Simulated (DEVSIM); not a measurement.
Device: Ni/Si3N4/n-GaSb capacitor, at 300 K.

Layer 1 from the left is Si3N4, thickness (nm) 16.0. Layer 2 from the left is GaSb, thickness (nm) 4000, Nd (cm⁻³) 2.3e16.

Metal gate on the left, work function 5.1 eV. Fixed charge at the semiconductor interface 0 cm⁻² (in units of +e); interface traps 1.6e11 cm⁻² eV⁻¹, uniform in energy, neutral level at 0.7 of the gap above the valence band.

The device is made up for the run: typed textbook-type constants, with dimensions and the other settings drawn at random. Values at 300 K.

Si3N4: gap (eV) 5.1, affinity (eV) 2.1, permittivity 7.5. GaSb: gap (eV) 0.726, affinity (eV) 4.06, permittivity 15.7, Nc (cm⁻³) 2.1e17, Nv (cm⁻³) 1.8e19.

Simulated with DEVSIM: 1D Poisson equation in equilibrium, Boltzmann statistics, complete ionisation; no quantum confinement or tunnelling. Metal contacts follow the ideal Schottky-Mott rule: no Fermi-level pinning, no interface dipoles.

Q: What does the simulation give for the threshold voltage (band bending 2φF), the minimum of the low-frequency capacitance, the flat-band voltage?

A: threshold voltage (band bending 2φF) 0.29 V; minimum of the low-frequency capacitance 0.0870 μF/cm²; flat-band voltage 0.99 V.
